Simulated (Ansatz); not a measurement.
# Response to strain in hypothetical P-6m2 Ti2InB2

Start from Ti2InB2 (space group P-6m2, No. 187; a = 3.056 Å, c = 7.829 Å; a hypothetical phase, not in the database extracts checked). Axes: x lies along a and z along c of the hexagonal cell.

Strains are applied to the cell and any free atomic positions relax; under biaxial strain the out-of-plane vector relaxes too.

Levels (all Ansatz, a program for electronic structure, PAW): PBEsol (420 eV, no SOC); r2SCAN (500 eV, scalar-relativistic without spin-orbit coupling).

Pressures by level, all at the geometries relaxed with PBEsol:

| case | PBEsol | r2SCAN |
|---|---|---|
| base | 0.0 GPa | 3.2 GPa |
| biaxial strain −2.73 %, plane normal [001], relaxed out of plane | 8.4 GPa | [?] |
| biaxial strain +1.35 %, plane normal [001], relaxed out of plane | -3.5 GPa | [?] |
| biaxial strain +1.63 %, plane normal [001], relaxed out of plane | -4.1 GPa | [?] |
| tensor shear ε_xz = +2.27 % | 0.3 GPa | 3.5 GPa |

Problem. Complete the table.

Solution. 
- biaxial strain −2.73 %, plane normal [001], relaxed out of plane, r2SCAN: 12.0 GPa
- biaxial strain +1.35 %, plane normal [001], relaxed out of plane, r2SCAN: -0.5 GPa
- biaxial strain +1.63 %, plane normal [001], relaxed out of plane, r2SCAN: -1.2 GPa

Single points use the geometry relaxed with PBEsol. Their cutoffs differ, which shifts pressures a little. Without a gap, meshes like the base's 17×17×6 leave anisotropic stresses uncertain by several tenths of a GPa, and small strain energies with them. Whether these cells are dynamically stable was not tested. All final runs are without spin polarisation. An odd electron count without spin: Ti2InB2.
